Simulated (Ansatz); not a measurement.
Effect of uniaxial strain ε_zz = −1.00 % on LiCl

The reference is LiCl in the rock salt structure (space group Fm-3m, No. 225; a = 5.064 Å). Axes: x, y, z lie along the cube axes.

The change: uniaxial strain ε_zz = −1.00 %, all other strain components held at zero, atoms relaxed at fixed cell.

Method: PBEsol (Ansatz, a program for electronic structure; PAW; 420 eV plane waves; spin-orbit coupling left out). k-mesh 11×11×11 (Γ-centred); smearing 0.05 eV (Fermi–Dirac).

The space group changes from Fm-3m (No. 225) to I4/mmm (No. 139) and the shortest interatomic distance drops by 0.025 Å, from 2.532 Å to 2.507 Å. The energy increases by 0.3 meV/atom and the pressure (mean of the normal stresses, compression positive) goes from zero to 0.37 GPa. The band gap increases by 0.05 eV (6.35 eV → 6.40 eV) and the gap character is still direct at Γ. The electron mass remains 0.46 mₑ (at Γ) and the stress (xx, yy, zz, yz, xz, xy; compression positive) amounts to (0.22, 0.22, 0.68, 0.00, 0.00, 0.00) GPa.

Masses are band curvatures over ±0.01 Å⁻¹ around the edge. Stability against distortions was not tested. Labels are those of the standard path for the cell's own space group.
